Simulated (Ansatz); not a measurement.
Consider SnS in the GeS type structure (space group Pnma, No. 62).

```yaml
crystal:
  lattice:
    - [11.15548, 0.00000, 0.00000]
    - [0.00000, 3.99991, 0.00000]
    - [0.00000, 0.00000, 4.26082]
  atoms:
    - { symbol: Sn, position: [0.61842, 0.75000, 0.61176] }
    - { symbol: Sn, position: [0.88158, 0.25000, 0.11176] }
    - { symbol: Sn, position: [0.38158, 0.25000, 0.38824] }
    - { symbol: Sn, position: [0.11842, 0.75000, 0.88824] }
    - { symbol: S, position: [0.35287, 0.75000, 0.97526] }
    - { symbol: S, position: [0.14713, 0.25000, 0.47526] }
    - { symbol: S, position: [0.64713, 0.25000, 0.02474] }
    - { symbol: S, position: [0.85287, 0.75000, 0.52474] }
```

Cartesian axes are those of the cell as printed.

The values are results of PBE-D3(BJ), PAW, 420 eV (Ansatz, a quantum-chemistry and plane-wave program; no spin-orbit coupling), earlier PAW set, not measurements.

Now apply this change: uniaxial strain ε_yy = −1.38 %, all other strain components held at zero; the atoms relax in the strained cell.

**Question.** Predict the stress tensor and what it implies for the stiffness.

**Answer.** Stress of the strained cell less that of the base (GPa, compression positive):
```
   0.25    0.00    0.00
   0.00    1.24    0.00
   0.00    0.00    0.53
```

Then −Δσ_ii/ε with ε = -0.0138 gives secant stiffness values (nonlinear terms included at this strain): C22 ≈ 90 GPa and C23 ≈ 38 GPa.

Whether these cells are dynamically stable was not tested.
